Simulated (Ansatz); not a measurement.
Seebeck coefficient (μV/K, mean over directions) of n-type GaN (P6_3mc) against carrier density, PBEsol with spin-orbit coupling, rigid bands (Ansatz, a quantum-chemistry and plane-wave program). Computed gap 1.88 eV; densities at which minority carriers matter at this gap, or further valleys turn the trend, are left out. Conductivity mass 0.179 mₑ (harmonic mean over directions), N_c = 1.9e18 cm⁻³ at 300 K.

```csv
electron density,300 K,500 K
1e16 cm⁻³,___,-730
1e17 cm⁻³,-464,-532
1e18 cm⁻³,-270,-336
3e18 cm⁻³,-183,-245
1e19 cm⁻³,-104,-155
3e19 cm⁻³,-56,-90
1e20 cm⁻³,-28,___
3e20 cm⁻³,___,-26
1e21 cm⁻³,-9,-15
```

Question: What belongs in the gaps?

Answer: 
- 1e16 cm⁻³, 300 K: -662
- 1e20 cm⁻³, 500 K: -46
- 3e20 cm⁻³, 300 K: -16

Rigid bands with a gap fixed in temperature, one relaxation time for all states, no polarons or phonon drag, and whether or not such doping can be reached.
